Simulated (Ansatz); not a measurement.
We consider Al2Cu (I4/mcm, No. 140), described by PBEsol (Ansatz, a program for electronic structure, plane waves, PAW).

Run with plane-wave cutoff 520 eV, 14×14×14 k mesh, Fermi–Dirac smearing 0.05 eV, no spin polarisation, scalar-relativistic PAW data made under PBE.

Cell (relaxed at this level):

Space group I4/mcm (No. 140); a = b = 5.998 Å, c = 4.820 Å, α = β = γ = 90.00°

```tsv
atom	site	symmetry	x	y	z
Al	8h	m.2m	0.1591	0.3409	0.0000
Cu	4a	422	0.0000	0.0000	0.2500
```
(The calculation used a cell of 6 atoms; values per cell refer to that cell.)

**Question.** Estimate the bulk modulus and pressure derivative B′ of the bulk modulus that the calculation returns.

**Answer.** 
- bulk modulus: 109 GPa
- pressure derivative B′ of the bulk modulus: 4.4

The run finds no gap.

Note: the bulk modulus comes from volumes at which shape and atoms were relaxed.

Computing time: roughly 16 core-minutes.
